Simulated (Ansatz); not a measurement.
Effect of pressure 4.5 GPa on MoTe2

Base system: MoTe$_{2}$ in the 2H-MoS2 type structure (space group P6_3/mmc, No. 194; a = 3.4967 Å, c = 13.6973 Å; layered, stacked along the Cartesian z axis).

Now apply this change: a hydrostatic pressure of 4.5 GPa.

All numbers come from Kohn–Sham DFT with the PBE-D3(BJ) functional, run in Ansatz (a first-principles code) with PAW and 420 eV plane waves, no spin-orbit coupling, earlier PAW set. k-mesh 11×11×3 (Γ-centred); smearing 0.05 eV (Fermi–Dirac).

The density rises by 0.62 g/cm³ to 8.66 g/cm³ and the lattice parameter a shrinks by 0.067 Å to 3.430 Å. The c/a ratio decreases by 0.062 (3.917 → 3.855) and the shortest interatomic distance shrinks by 0.023 Å (2.716 Å → 2.693 Å). The enthalpy H = E + PV relative to the base's energy is +0.65 eV/atom and the band gap falls by 0.376 eV (0.60 eV → 0.23 eV). The gap character goes from indirect, Γ → K–Γ (44 % along) to indirect, K–Γ (87 % along) → K–Γ (44 % along).

Final structure:

```
MoTe2
1.0
    3.42970     0.00000     0.00000
   -1.71485     2.97021     0.00000
    0.00000     0.00000    13.22108
Mo Te
2 4
Cartesian
  0.00000   1.98014   9.91581
  1.71485   0.99007   3.30527
  0.00000   1.98014   1.47953
  1.71485   0.99007   8.09007
  1.71485   0.99007  11.74154
  0.00000   1.98014   5.13100
```

With Te present, leaving out spin-orbit coupling can change the band edges. Load acts through the strain it causes; cell and atoms are relaxed under it. Whether these cells are dynamically stable was not tested. The program warned that a D3 coordination switch lies within reach, so dispersion energies are less smooth here. The zero or small gap of MoTe2 under pressure 4.5 GPa can change with the level of theory.
